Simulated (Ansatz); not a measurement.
System: Rh₂O₃ (R-3c, No. 167, 10 atoms in the cell; start mp-542734). Method: r²SCAN-D4 (Ansatz, a first-principles code, PAW).

Run with plane-wave cutoff 500 eV, 10×10×10 k mesh, gaussian smearing 0.02 eV, no spin polarisation, scalar-relativistic PAW data made under PBE.

Cell (relaxed at this level):

```
CELL_PARAMETERS angstrom
      2.56386     1.48025     4.61041
     -2.56386     1.48025     4.61041
      0.00000    -2.96049     4.61041
ATOMIC_POSITIONS crystal
  Rh 0.84912 0.84912 0.84912
  Rh 0.15088 0.15088 0.15088
  Rh 0.65088 0.65088 0.65088
  Rh 0.34912 0.34912 0.34912
  O  0.05002 0.44998 0.75000
  O  0.94998 0.55002 0.25000
  O  0.75000 0.05002 0.44998
  O  0.25000 0.94998 0.55002
  O  0.44998 0.75000 0.05002
  O  0.55002 0.25000 0.94998
```

Question: Give the computed band gap.

Answer: 
- band gap: 0.99 eV (on the SCF k mesh)

Note: the relaxation could not lower the start's symmetry, so the cell can be a saddle point above a distorted one.

Spin–orbit coupling is not included.

The computed numbers hold no vibrational or temperature effects.

Computing time: around 7 core-minutes (rough).

A start named mp-… is a Materials Project structure, which need not be a measured phase.
